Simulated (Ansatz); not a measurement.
The reference is Yb in the fcc (Cu type) structure (space group Fm-3m, No. 225; a = 5.2227 Å).

Calculations: PBE, PAW, 420 eV (Ansatz, a program for electronic structure; scalar-relativistic without spin-orbit coupling), earlier PAW set.

Before the change:

| Quantity | Value |
|---|---|
| Pressure | 0.0 GPa |

One thing is altered: every lattice vector is shortened by 0.96 %; the atoms relax in the strained cell.

Q: How does this affect the energy relative to the base?

A: The energy grows by 1.8 meV/atom.

Q: What happens to the pressure?

A: The pressure goes from zero to 0.6 GPa.

The state of the 4f shell was not checked for lower solutions. No phonon test of stability was made. Seeded moments were not kept for the base. The final runs are not spin-polarised. Gaps under 0.05 eV, about the width of the smearing, are given as zero.
